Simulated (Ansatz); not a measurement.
**Effect of holes 1.0×10^22 cm⁻³ on GaSb**

Base system: GaSb in the zinc blende structure (space group F-43m, No. 216; a = 6.132 Å).

One thing is altered: hole doping at 1.0×10^22 cm⁻³ (0.577 per cell), with a uniform compensating background at fixed cell and a 300 K Fermi–Dirac width.

The values are results of r2SCAN (Ansatz, a program for electronic structure), spin-orbit coupling left out, not measurements. k-mesh 21×21×21 (Γ-centred); smearing 0.0259 eV (Fermi–Dirac).

| quantity | base | changed | shift |
|---|---|---|---|
| gap between the host's bands | 0.41 eV | 0.41 eV | -0.005 eV |
| gap character | direct at Γ | direct at Γ | – |
| valley order (the lowest conduction-band minima on the path, energy above the VBM, named in the base's zone) | Γ 0.41 eV; L along ⟨111⟩ 0.68 eV; a point along ⟨100⟩, about 0.9 Å⁻¹ from Γ 1.10 eV | Γ 0.41 eV; L along ⟨111⟩ 0.81 eV; a point along ⟨100⟩, about 0.9 Å⁻¹ from Γ 1.34 eV | – |
| Fermi level relative to the doped band's edge (positive inside the band; to 0.05 eV) | – | +1.15 eV | – |

Carriers are added with a uniform compensating background; total energy and stress of such cells depend on the potential's zero and are not compared; many-body gap narrowing is missing at this level. Spin-orbit coupling, missing from the scalar runs, can matter with Sb. Whether these cells are dynamically stable was not tested.
